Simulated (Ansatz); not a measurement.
H2 on the (111) surface of germanium (2x2 Ge adatom at T4; a constructed slab, bottom: 4 H on 4 bottom sites), one in a cell of 57 Å², energies for each. Energies are against H2(g), without zero-point or thermal terms; each row is named by its start (#2, #3: further inequivalent places of a kind).

These are PBE with D3(BJ) dispersion (plane waves to 420 eV, PAW; Ansatz, a program for electronic structure) values and carry that method's errors.

Model: 39-atom slab, 13.7 Å thick at the start with caps and adatoms under the adsorbate (thin: gaps and levels are the slab's own), 3x3x1 mesh, Fermi-Dirac 0.01 eV, dipole correction, 20 atoms held, the rest relaxed; each run with such symmetry as its start has; no spin, no spin-orbit, no U.

A negative adsorption energy means that the adsorbate is more stable on the surface than in its reference. Starts that drift may end in the same place. Heights count from the host atoms within 0.3 Å of the top one.

```csv
starting site,E_ads (eV),height (Å),nearest host atom (Å),bonded to,Δ work function (eV),lateral drift (Å)
top Ge,-0.03,3.38,Ge 3.40,none within bonding distance,-0.07,0.0
top Ge #2,-0.02,3.13,Ge 3.88,none within bonding distance,-0.01,0.0
over Ge at depth 1.5 Å,-0.08,0.99,Ge 3.18,none within bonding distance,-0.01,2.3
bridge Ge-Ge (span 4.7 Å),-0.06,2.57,Ge 3.66,none within bonding distance,0.00,0.6
```
